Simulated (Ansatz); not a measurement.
Abridged Ansatz (an electronic-structure program) output:

```
Relaxation: its limit of steps is 60 (relax.max_steps)
Pseudopotential: Mo, paw, valence charge 14
Pseudopotential: S, paw, valence charge 6
Crystal: 6 atoms, lattice volume = 79.375 Å³
Basis set: ecut = 420 eV, 1523 PW (Γ), exchange–correlation on 40×40×144 points (8 copies of the dense FFT grid, shifted against one another)
Bands: 32, of which v1, the nominal top of the filled ones, is band 26 counted from 1 (25 counted from 0)
Symmetry: 24 space group operations
k-points: 38 of 432
Functional: x = pbesol(κ = 0.804, μ = 0.12345679012345678), c = pbesol(β = 0.046)
SCF iter   1: F=—  HF=-13343.169878 eV  |F-HF|=—  |Δ(HF+E_count)|=         —  Δρ=6.37e-2  dr2=5.60e0  ethr=3.10e-3  ⟨swp⟩=8.8  Hψ=6599  notcnv=0
SCF iter   2: F=—  HF=-13342.074728 eV  |F-HF|=—  |Δ(HF+E_count)|=    1.10e0  Δρ=3.64e-2  dr2=2.72e0  ethr=3.10e-3  ⟨swp⟩=2.4  Hψ=2236  notcnv=0  defer=29
SCF 1 converged in 8 iterations: F = -13341.346396 eV  dr2 = 2.69e-8
relax step   1: F+E_penalty+E_count = -13341.34639560 eV  Δ(F+E_penalty+E_count) = +0.000e0 eV  max|allowed force component| = 4.493e-4 eV/Å  Δτ_max = 0.0000 Å  P = +29.999 GPa  Ω = 79.375 Å³  (8 SCF iters, dr2 threshold 1.00e-7 eV, accepted)
[... steps on the carried basis left out ...]
relax step   6: F+E_penalty+E_count = -13339.82204706 eV  Δ(F+E_penalty+E_count) = +1.839e-3 eV  max|allowed force component| = 2.629e-3 eV/Å  Δτ_max = 0.0000 Å  P = +49.995 GPa  Ω = 73.158 Å³  stress off target by 1.38e-2 GPa  SCF on the basis re-selected at this cell (its energy is not comparable with the rows above)  (6 SCF iters)
SCF converged after 6 iterations
Free energy (F): -13339.822047 eV
Internal energy: -13339.816805 eV  (E = F + TS)
E sigma→0 (E₀):  -13339.819426 eV
Entropy (-TS):   -0.005242 eV (-0.874 meV/atom)
Fermi energy:    18.584614 eV
  E_disp       = -3.273281  (pairwise vdW)
--- Forces (eV/Å), atoms counted from 1 ---
  atom   1  Mo     0.00000000     0.00000000     0.00000000
  atom   2  Mo    -0.00000000    -0.00000000    -0.00000000
  atom   3  S     -0.00000000    -0.00000000     0.00262900
  atom   4  S     -0.00000000     0.00000000     0.00262900
  atom   5  S     -0.00000000     0.00000000    -0.00262900
  atom   6  S      0.00000000    -0.00000000    -0.00262900
--- Stress (GPa, compression-positive) ---
       49.986207       0.000000       0.000000
       -0.000000      49.986207      -0.000000
        0.000000      -0.000000      50.012148
  P = ⅓ Tr σ = 49.9949 GPa (499.949 kbar)
--- Relaxed structure (5 steps of the walk, 5 accepted, 1 SCFs on fresh bases) ---
  cell:  # Å, volume = 73.1582 Å³
    - [2.854322995673831, -2.807305402214441e-11, -2.8750114278838674e-18]
    - [-1.4271614978126035, 2.4719162248736746, 1.4375057139174482e-18]
    - [-1.0421309325259599e-17, 8.898045665388754e-33, 10.368750905908543]
  atoms:
    - { symbol: Mo, position: [0.3333333333333333, 0.6666666666666667, 0.25] }
    - { symbol: Mo, position: [0.6666666666666667, 0.33333333333333337, 0.7500000000000001] }
    - { symbol: S, position: [0.3333333333333333, 0.6666666666666667, 0.5963539671777136] }
    - { symbol: S, position: [0.6666666666666667, 0.33333333333333337, 0.09635396717771344] }
    - { symbol: S, position: [0.6666666666666667, 0.33333333333333337, 0.4036460328222866] }
    - { symbol: S, position: [0.3333333333333333, 0.6666666666666667, 0.9036460328222866] }
```

Q: What was computed, and what are the main results?

A: MoS2, 6 atoms in the cell, with plane-wave PAW DFT at the PBEsol-D3(BJ) level (Ansatz, 420 eV), scalar-relativistic without spin-orbit coupling, earlier PAW set, from a series relaxed to a target (pressure 50 GPa). The last SCF converged to F = -13339.822047 eV, or -2223.3037 eV per atom, at a pressure of 49.99 GPa. The total energy compares only with runs of the same code, potentials and settings.

A case with no gap was solved on a k-mesh chosen for an insulator, which is coarse for it. Load acts through the strain it causes; cell and atoms are relaxed under it. No phonon test of stability was made. Competing high-pressure phases were not computed. All final runs are without spin polarisation. The cell was made from MoS₂ in the 2H-MoS2 type structure (space group P6_3/mmc, No. 194; layered, stacked along the Cartesian z axis) by this change: pressure 50 GPa.

Keys are those of Ansatz 0.2.
